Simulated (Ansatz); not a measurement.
Some atoms of an NVE trajectory of Au (fcc), cell Au32, started from the crystal [in the run: it stayed crystalline; mean temperature 713 K (target 670 K); density 17.51 g/cm³, volume +10 % from the start crystal's]; time step 4.0 fs, velocity Verlet. These are r2SCAN (plane waves, PAW; Ansatz, a program for electronic structure) values and carry that method's errors. On the run's last frame a denser k-mesh moved the forces by 0.103 eV/Å rms, the static pressure by -0.55 GPa and the free energy by -8 meV/atom, which is about how far such values are converged.

```json
[
 {"atom": "Au6", "mass (u)": "196.967", "x y z (Å)": "0.48402 2.15523 6.15676", "v (Å/fs)": "0.000260 0.001304 0.000842", "F (eV/Å)": "-0.3350 0.0399 0.3700"},
 {"atom": "Au9", "mass (u)": "196.967", "x y z (Å)": "0.29344 4.12673 -0.09383", "v (Å/fs)": "-0.000270 -0.001534 0.001168", "F (eV/Å)": "0.1190 -0.3633 0.5322"},
 {"atom": "Au17", "mass (u)": "196.967", "x y z (Å)": "4.48907 0.28387 -0.37893", "v (Å/fs)": "0.002081 -0.002530 0.001399", "F (eV/Å)": "0.3498 -0.1409 0.2282"},
 {"atom": "Au19", "mass (u)": "196.967", "x y z (Å)": "6.47089 0.08223 1.95737", "v (Å/fs)": "-0.001251 0.000322 -0.000376", "F (eV/Å)": "0.7045 0.7923 -0.5265"},
 {"atom": "Au21", "mass (u)": "196.967", "x y z (Å)": "4.37491 0.19404 4.22779", "v (Å/fs)": "0.001783 -0.001139 0.000405", "F (eV/Å)": "-0.3626 0.1289 -0.6752"},
 {"atom": "Au27", "mass (u)": "196.967", "x y z (Å)": "5.79062 4.52468 2.33829", "v (Å/fs)": "0.000478 0.000226 0.002250", "F (eV/Å)": "0.3833 1.0652 -0.7754"}
]
```

### Question
Give their positions one step later.

### Answer
x' = x + vΔt + FΔt²/(2m), with 1 eV/(Å·u) = 0.0096485 Å/fs².
```tsv
atom	x' y' z' (Å)
Au6	0.48493 2.16046 6.16028
Au9	0.29240 4.12045 -0.08895
Au17	4.49753 0.27369 -0.37324
Au19	6.46617 0.08383 1.95566
Au21	4.38190 0.18953 4.22915
Au27	5.79268 4.52600 2.34698
```
